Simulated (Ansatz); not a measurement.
Mn_Si in 4H silicon carbide, relaxed from two starting moments at each charge below.

Method: PBE, PAW (plane waves to 420 eV; Ansatz, a quantum-chemistry and plane-wave program). Cell and caveats: 96-site cell; 2×2×2 shifted k-points; start: the Si(k) site; host gap 2.22 eV; charged states image-corrected; no Hubbard U; finite-size errors of tenths of an eV; flagged in the runs: a host whose relaxation on this sampling wasn't shown to rest.

At charge 0 the runs end with 1.0 and 3.0 μB. The state with 3.0 μB lies 0.13 eV below the one with 1.0 μB.
